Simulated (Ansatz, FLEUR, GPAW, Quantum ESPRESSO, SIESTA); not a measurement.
**One structure in several programs: TiAlPt (P6_3/mmc, 6 atoms in the cell)**

Self-consistent single point, at a second geometry (lattice scaled by 0.98). First geometry:

```
CELL_PARAMETERS angstrom
      4.41685     0.00000     0.00000
     -2.20843     3.82510     0.00000
      0.00000     0.00000     5.40771
ATOMIC_POSITIONS crystal
  Ti 0.00000 0.00000 0.00000
  Ti 0.00000 0.00000 0.50000
  Al 0.33333 0.66667 0.25000
  Al 0.66667 0.33333 0.75000
  Pt 0.66667 0.33333 0.25000
  Pt 0.33333 0.66667 0.75000
```

Shared settings, as Ansatz (an electronic-structure program) writes them: kpoints.mp_grid.grid = 6 6 4; scf.occupations.method = fermi_dirac; scf.occupations.width = 0.05 eV. Potentials and cutoffs stand in the table.

```csv
code,model,ΔF from the first geometry (meV/atom),pressure (GPa),cutoff
FLEUR,"PBEsol, all-electron FLAPW (FLEUR), scalar-relativistic valence",17.5,–,Kmax 4.5 1/bohr
Quantum ESPRESSO,"PBEsol, GBRV 1.5 ultrasoft (PBESOL) pseudopotentials",14.4,8.58,50 Ry
SIESTA,"GGA PBEsol, numerical atomic orbitals TZP, PseudoDojo PBEsol standard norm-conserving potentials (rewritten from UPF to PSML)",6.7,7.21,grid 300 Ry
GPAW,"PBEsol, GPAW PAW datasets PBEsol (made by gpaw-setup)",19.8,9.51,800 eV
Ansatz,"PBEsol, PAW files made with PBE",15.4,8.77,420 eV
```

A dash marks a value that a program does not give, or that is left out as unsure.

On Ansatz's run: spin-orbit coupling is off. Spin polarisation is off.

The spread over the programs that give each value: ΔF from the first geometry within 13.1 meV/atom; pressure within 2.30 GPa.

SIESTA uses small atom-centred bases, whose incompleteness enters pressures, forces and empty levels differently from a plane-wave cutoff. FLEUR treats all electrons, but the usual bases taken here (sphere radii, linearisation, local orbitals, empty states) were not tested for convergence, so the values are no reference for the others. Ansatz's pressure is given at a fixed set of plane waves, as the other plane-wave codes print theirs; with its correction for the finite basis it is 8.82 GPa. In the pressure, SIESTA (by 1.57) lies more than 1 GPa from the median of the plane-wave programs.

The starting cell comes from a database of computed structures (which also holds hypothetical and non-ambient phases and stackings), without a prior relaxation at this level. For this run, on top of that: lattice scaled by 0.98.

Left out of this page: Elk (not drawn, or without a comparable value).

Keys are those of Ansatz 0.2.
